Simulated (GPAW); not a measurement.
Worked example: self-consistent single point of Y (P6_3/mmc, 4 atoms in the cell) in GPAW

Method of the run: LDA (Perdew-Wang 92), GPAW PAW datasets LDA (gpaw-data 1.0.1) (plane waves; GPAW).

This input was run:

```python
from ase import Atoms
from ase.units import GPa
from gpaw import GPAW, PW, FermiDirac

atoms = Atoms(['Y', 'Y', 'Y', 'Y'],
              cell=[[3.552057, 0.000000, 0.000000],
                    [-1.776028, 3.076171, 0.000000],
                    [0.000000, 0.000000, 11.428765]],
              positions=[[0.000000, 0.000000, 0.000000],
                         [0.000000, 0.000000, 5.714383],
                         [-0.000001, 2.050782, 2.857191],
                         [1.776030, 1.025389, 8.571574]],
              pbc=True)

calc = GPAW(mode=PW(600),
            xc='LDA',
            kpts={'size': (8, 8, 2), 'gamma': True},
            occupations=FermiDirac(0.1),
            nbands=-10,
            convergence={'density': 1e-05},
            symmetry={'symmorphic': False, 'tolerance': 0.0005},
            maxiter=150)

atoms.calc = calc

energy = atoms.get_potential_energy()
print('Energy (eV):', round(energy, 6))
forces = atoms.get_forces()
print('Forces (eV/Ang):')
print(forces.round(5))
stress = atoms.get_stress()
print('Stress (GPa, Voigt):', (stress / GPa).round(4))
```

The program printed (abridged):

```
Input parameters:
  convergence: {density: 1e-05}
  kpts: {gamma: True,
         size: (8, 8, 2)}
  maxiter: 150
  mode: {ecut: 600.0,
         name: pw}
  nbands: -10
  occupations: {fixmagmom: False,
                name: fermi-dirac,
                width: 0.1}
  symmetry: {symmorphic: False,
             tolerance: 0.0005}

species:
  Y:
    name: Yttrium
    Z: 39.0
    valence: 11
    core: 28
    charge: 0.0
    file: Y.LDA.gz

    # Using partial waves for Y as LCAO basis

Reference energy: -367951.545692  # eV

Spin-paired calculation

Convergence criteria:
 Maximum [total energy] change in last 3 cyles: 0.0005 eV / valence electron
 Maximum integral of absolute [dens]ity change: 1e-05 electrons / valence electron
 Maximum integral of absolute [eigenst]ate change: 4e-08 eV^2 / valence electron
 Maximum number of scf [iter]ations: 150

Symmetries present (total): 24
Symmetries with fractional translations: 12
128 k-points: 8 x 8 x 2 Monkhorst-Pack grid + [1/16,1/16,1/4]
20 k-points in the irreducible part of the Brillouin zone
       k-points in crystal coordinates                weights
   0:     0.00000000    0.00000000    0.00000000          1/128
   1:     0.00000000    0.00000000    0.50000000          1/128
   2:     0.12500000    0.00000000    0.00000000          6/128
   [... 7 lines left out ...]
          ...
  19:     0.50000000    0.50000000    0.50000000          3/128

Wave functions: Plane wave expansion
  Cutoff energy: 600.000 eV
  Number of coefficients (min, max): 4129, 4194
  Pulay-stress correction: 0.000000 eV/Ang^3 (de/decut=0.000000)

Occupation numbers: Fermi-Dirac:
  width: 0.1000  # eV

Eigensolver

Densities:
  Coarse grid: 21*21*70 grid
  Fine grid: 42*42*140 grid
  Total Charge: 0.000000

Density mixing:
  Method: separate
  Backend: pulay
  Linear mixing parameter: 0.05
  old densities: 5
  Damping of long wavelength oscillations: 50

Hamiltonian:
  XC and Coulomb potentials evaluated on a 42*42*140 grid
  External potential:
    NoExternalPotential

Number of atoms: 4
Number of atomic orbitals: 52
Number of bands in calculation: 32
Number of valence electrons: 44
Bands to converge: occupied

Density initialized from atomic densities
  32 bands from LCAO basis set

Atomic positions and initial magnetic moments

Positions:
   0 Y      0.000000    0.000000    0.000000    ( 0.0000,  0.0000,  0.0000)
   1 Y      0.000000    0.000000    5.714383    ( 0.0000,  0.0000,  0.0000)
   2 Y     -0.000001    2.050782    2.857191    ( 0.0000,  0.0000,  0.0000)
   3 Y      1.776030    1.025389    8.571574    ( 0.0000,  0.0000,  0.0000)

Unit cell:
           periodic     x           y           z      points  spacing
  1. axis:    yes    3.552057    0.000000    0.000000    21     0.1465
  2. axis:    yes   -1.776028    3.076171    0.000000    21     0.1465
  3. axis:    yes    0.000000    0.000000   11.428765    70     0.1633

  Lengths:   3.552057   3.552056  11.428765
  Angles:   90.000000  90.000000 119.999998

Effective grid spacing dv^(1/3) = 0.1593

     iter     time        total  log10-change:
                         energy   eigst   dens
iter:   1 --:--:--   -21.172894
iter:   2 --:--:--   -21.150602   -1.66  -1.56
iter:   3 --:--:--   -20.927741   -1.55  -1.58
iter:   4 --:--:--   -20.975381   -1.92  -1.99
iter:   5 --:--:--   -20.940422   -2.76  -2.20
iter:   6 --:--:--   -20.949570   -3.17  -2.30
iter:   7 --:--:--   -20.943289c  -3.42  -2.58
iter:   8 --:--:--   -20.943433c  -5.02  -3.22
iter:   9 --:--:--   -20.943400c  -5.60  -3.16
iter:  10 --:--:--   -20.943330c  -5.18  -3.25
iter:  11 --:--:--   -20.943324c  -5.18  -3.62
iter:  12 --:--:--   -20.943317c  -6.89  -4.16
iter:  13 --:--:--   -20.943316c  -7.55c -4.34
iter:  14 --:--:--   -20.943317c  -7.06  -4.37
iter:  15 --:--:--   -20.943316c  -8.05c -4.39
iter:  16 --:--:--   -20.943315c  -8.77c -4.56
iter:  17 --:--:--   -20.943315c  -9.31c -4.63
iter:  18 --:--:--   -20.943313c  -8.22c -4.68
iter:  19 --:--:--   -20.943313c  -9.26c -5.26c

Converged after 19 iterations.

Dipole moment: (0.000000, -0.000000, 0.000004) |e|*Ang

Energy contributions relative to reference atoms: (reference = -367951.545692)

Kinetic:         -2.971734
Potential:       +6.403689
External:        +0.000000
XC:             -23.704112
Entropy (-ST):   -0.190788
Local:           -0.575762
SIC:             +0.000000
--------------------------
Free energy:    -21.038707
Extrapolated:   -20.943313

Showing only first 2 kpts
 Kpt  Band  Eigenvalues  Occupancy
  0    20      7.42605    0.00079
  0    21      7.48140    0.00045
  0    22      7.55238    0.00022
  0    23      8.24610    0.00000

  1    20      7.28387    0.00326
  1    21      7.28388    0.00326
  1    22      8.13508    0.00000
  1    23      8.13509    0.00000

Fermi level: 6.64220

No gap
No difference between direct/indirect transitions
Energy (eV): -20.943313

Forces in eV/Ang:
  0 Y    -0.00000    0.00000    0.00000
  1 Y    -0.00000    0.00000    0.00000
  2 Y    -0.00000    0.00000    0.00000
  3 Y     0.00000   -0.00000    0.00000

Stress tensor:
     0.014475    -0.000000     0.000000
    -0.000000     0.014475    -0.000000
     0.000000    -0.000000     0.014646
Stress (GPa, Voigt): [ 2.3192  2.3192  2.3465 -0.      0.     -0.    ]
```

The run converged in 19 iterations. GPAW prints stress with tension positive.

The starting cell was generated: these elements placed on a structure prototype, without a prior relaxation; it need not be a known phase or ordering of this composition. Its lattice was rescaled by a random factor within 2.5 % of one.

Cost on one core of a shared machine: roughly 2 min.
